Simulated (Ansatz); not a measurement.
**What uniaxial strain ε_zz = +3.20 % does to ZnS**

Start from ZnS in the wurtzite structure (space group P6_3mc, No. 186; a = 3.845 Å, c = 6.306 Å). Axes: x lies along a and z along c of the hexagonal cell.

One thing is altered: the cell is stretched by 3.20 % along z with no lateral relaxation; the atoms relax in the strained cell.

Computed with Ansatz (a quantum-chemistry and plane-wave program) PBE, without spin-orbit coupling. Γ-centred 10×10×5 mesh, Fermi–Dirac width 0.05 eV.

- Volume per atom = 20.83 Å³ (base 20.18 Å³)
- Space group = P6_3mc (No. 186) (base P6_3mc (No. 186))
- Energy relative to the base (free energy F) = +8.4 meV/atom
- Pressure (mean of the normal stresses, compression positive) = -2.06 GPa (base 0.00 GPa)
- Band gap = 1.85 eV (base 2.08 eV)
- Gap character = direct at Γ (base direct at Γ)
- Width of the top valence band = 2.03 eV (base 2.03 eV)
- Electron mass = 0.14 mₑ along z, 0.18 mₑ across (at Γ) (base 0.16 mₑ along c, 0.18 mₑ across (at Γ))
- Valence-band top at Γ (three highest levels, from the VBM) = 0.00, 0.00, -0.22 eV (base 0.00, 0.00, -0.07 eV)
- Largest internal atomic displacement = 0.014 Å
- Stress (xx, yy, zz, yz, xz, xy; compression positive) = (-1.07, -1.07, -4.04, 0.00, 0.00, 0.00) GPa

Final structure:

```xyz
4
Lattice="3.8451 0.0000 0.0000 -1.9226 3.3300 0.0000 0.0000 0.0000 6.5074" Properties=species:S:1:pos:R:3 pbc="T T T"
Zn     1.9226     1.1100     6.4925
Zn     0.0000     2.2200     3.2387
S      1.9226     1.1100     4.0834
S      0.0000     2.2200     0.8297
```

Masses are band curvatures over ±0.01 Å⁻¹ around the edge. No phonon test of stability was made.
